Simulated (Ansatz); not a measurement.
The structure below was relaxed with r2SCAN, PAW, 500 eV (Ansatz, a first-principles code; no SOC), at pressure 30 GPa.

```yaml
crystal:
  lattice:
    - [0.00000, 1.86313, 1.86313]
    - [1.86313, 0.00000, 1.86313]
    - [1.86313, 1.86313, 0.00000]
  atoms:
    - { symbol: Al, position: [0.00000, 0.00000, 0.00000] }
```

Find the space group and the Wyckoff positions.

Space group Fm-3m (No. 225); a = b = c = 3.726 Å, α = β = γ = 90.00°

```tsv
atom	site	symmetry	x	y	z
Al	4a	m-3m	0.0000	0.0000	0.0000
```

Load acts through the strain it causes; cell and atoms are relaxed under it. Stability against distortions was not tested. Competing high-pressure phases were not computed. The cell was made from Al in the fcc (Cu type) structure (space group Fm-3m, No. 225) by this change: pressure 30 GPa.
